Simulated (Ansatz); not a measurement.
**Effect of strain tensor (xx, yy, zz, yz, xz, xy) = (−0.29, −0.14, +0.84, −0.34, +0.68, +0.74) % on HfO2**

Consider HfO2 (space group P4_2/nmc, No. 137; a = 3.577 Å, c = 5.203 Å). Axes: x, y, z lie along a, b, c of the conventional cell.

Now apply this change: the symmetric strain tensor [-0.0029 0.0074 0.0067; 0.0074 -0.0014 -0.0033; 0.0067 -0.0033 0.0084], atoms relaxed at fixed cell.

Level of theory: r2SCAN, PAW, 500 eV (Ansatz, an electronic-structure program; no spin-orbit coupling). Γ-centred 9×9×7 mesh, Fermi–Dirac width 0.05 eV.

| quantity | base | changed | shift |
|---|---|---|---|
| volume per atom | 11.09 Å³ | 11.14 Å³ | +0.044 Å³ |
| space group | P4_2/nmc (No. 137) | P-1 (No. 2) | – |
| shortest interatomic distance | 2.059 Å | 2.050 Å | -0.009 Å |
| energy relative to the base (free energy F) | 0 meV/atom | +2.3 meV/atom | +2.3 meV/atom |
| pressure (mean of the normal stresses, compression positive) | 0.0 kbar | -0.8 kbar | -0.8 kbar |
| band gap | 5.27 eV | 5.26 eV | -0.01 eV |
| gap character | – | indirect, X → Γ | – |
| smallest direct gap | 5.34 eV | 5.29 eV | -0.045 eV |
| electron mass | 1.0 mₑ along c, 0.89 mₑ across (at Γ) | 1.0 mₑ along z, 0.92 mₑ across (at Γ) | – |
| largest internal atomic displacement | – | 0.022 Å | – |
| stress (xx, yy, zz, yz, xz, xy; compression positive) | – | (1.06, 0.75, -2.05, 0.07, -0.17, -2.64) GPa | – |

Final structure:

```
HfO2
1.0
    3.56641     0.02647     0.02414
    0.02647     3.57177    -0.01198
    0.03512    -0.01743     5.24634
Hf O
2 4
Cartesian
 -0.01948  -0.01063   0.00029
  1.83347   1.80104   2.62896
  0.01682   1.78080   1.01093
  0.03967   1.77559   3.63524
  1.79718   0.00960   1.61832
  1.80944  -0.00261   4.24035
```

Spin-orbit coupling, missing from the scalar runs, can matter with Hf. Effective masses come from finite differences of ±0.01 Å⁻¹. No phonon test of stability was made. This is not the structure that HfO2 has at room temperature and ambient pressure. Labels are those of the standard path for the cell's own space group.
